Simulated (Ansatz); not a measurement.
## ferroelectric LiNbO3: the defect Li interstitial

These are PBE, PAW (plane waves to 420 eV; Ansatz, an electronic-structure program) values and carry that method's errors. The supercell holds 120 host sites (2×2×1 repeats of the unit cell), with a 2×2×2 Γ-centred k-point sampling for the final energies. Site at the start: void with 2O nearest, no. 2. Charged cells carry a point-charge image correction with potential alignment at far atoms. Dielectric constants: PBE linear response of the host. Host gap at this level: 3.53 eV. A cell of this size leaves errors of a few tenths of an eV. The semilocal functional narrows the gap, so deep levels can fall outside it. Spin–orbit coupling is left out. Each state is the lowest found from its start.

Formation energies E_f are given with the Fermi level at the valence-band maximum. Chemical conditions: Li-rich (Δμ(Li) = -1.11 eV, bounded by LiNbO2 (P6_3/mmc), Li2O (Fm-3m); only phases computed here count, gases as isolated molecules at 0 K); Nb-rich (Δμ(Li) = -1.95 eV, bounded by LiNbO2 (P6_3/mmc), Nb2O5 (C2/c); only phases computed here count, gases as isolated molecules at 0 K); O-rich (Δμ(Li) = -2.82 eV, bounded by Li2O2 (P6_3/mmc); only phases computed here count, gases as isolated molecules at 0 K). Reference phases: Li: bcc Li.

The name describes the start; the neighbours show where the atoms ended.

Charges from +1 to 0 were run; one beyond them could lie lower near a band edge.

| charge | moment (μB) | point group | largest move off a lattice site (Å) | neighbours of the last Li atom of the defect at the end (Å) | image correction with alignment (eV) | E_f, Li-rich (eV) | E_f, Nb-rich (eV) | E_f, O-rich (eV) |
|---|---|---|---|---|---|---|---|---|
| +1 | not spin-polarised | C3 | 0.46 | O 2.05, O 2.06, O 2.06, Li 2.11, O 2.13, O 2.13, O 2.14 | 0.07 | -2.59 | -1.75 | -0.88 |
| 0† | 1.0 | – | 0.45 | O 2.08, O 2.08, O 2.09, O 2.09, O 2.10, O 2.10, Li 2.13 | 0.00 | 0.82 | 1.66 | 2.53 |

† Not settled in this cell, so no level is given: charge 0: a level filled in part, carriers not clearly localised.

Point groups are those of the whole cell at tolerances of 0.03 and 0.1 Å ("near" where only the looser one holds); none is given for unsettled states.

No other site or start that was run ended lower by more than 0.1 eV.

Flagged in the runs: a host whose relaxation on this sampling wasn't shown to rest, a strain field that reaches the edge of the cell.
